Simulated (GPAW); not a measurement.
Band structure of Sn (Fd-3m, 2 atoms in the cell).

```
CELL_PARAMETERS angstrom
      0.00000     3.24450     3.24450
      3.24450     0.00000     3.24450
      3.24450     3.24450     0.00000
ATOMIC_POSITIONS crystal
  Sn 0.00000 0.00000 0.00000
  Sn 0.25000 0.25000 0.25000
```

Method: PBE, GPAW PAW datasets PBE (gpaw-data 1.0.1) (plane waves; GPAW 25.7.0).

Settings: mode = pw; ecut = 600 eV; xc = PBE; kpts = 9 9 9; mesh shift (steps) = 0 0 0; occupations.name = fermi-dirac; occupations.width = 0.05 eV; nbands = -10; convergence.density = 1e-05 e/electron; convergence.energy = 1e-05 eV/electron; symmetry.symmorphic = false; symmetry.tolerance = 0.0005; maxiter = 150; bandpath_npoints = 40.

The starting cell has typed, rounded lattice constants, without a prior relaxation at this level.

Levels in eV from the Fermi level, bands 11 to 18:
```json
[
 {"point": "Γ", "11": "-10.58", "12": "-0.60", "13": "0.09", "14": "0.09", "15": "0.09", "16": "2.17", "17": "2.17", "18": "2.17"},
 {"point": "X", "11": "-7.48", "12": "-7.48", "13": "-2.46", "14": "-2.46", "15": "0.84", "16": "0.84", "17": "7.73", "18": "7.73"},
 {"point": "W", "11": "-7.42", "12": "-7.42", "13": "-3.03", "14": "-3.03", "15": "3.44", "16": "3.44", "17": "4.05", "18": "4.05"},
 {"point": "K", "11": "-7.89", "12": "-7.00", "13": "-3.36", "14": "-2.10", "15": "1.12", "16": "3.38", "17": "5.77", "18": "6.02"},
 {"point": "L", "11": "-8.95", "12": "-6.27", "13": "-1.12", "14": "-1.12", "15": "0.02", "16": "3.24", "17": "3.24", "18": "5.67"},
 {"point": "U", "11": "-7.89", "12": "-7.00", "13": "-3.36", "14": "-2.10", "15": "1.12", "16": "3.38", "17": "5.77", "18": "6.02"}
]
```

Bands cross the Fermi level along this path, so the cell is metallic at this level.
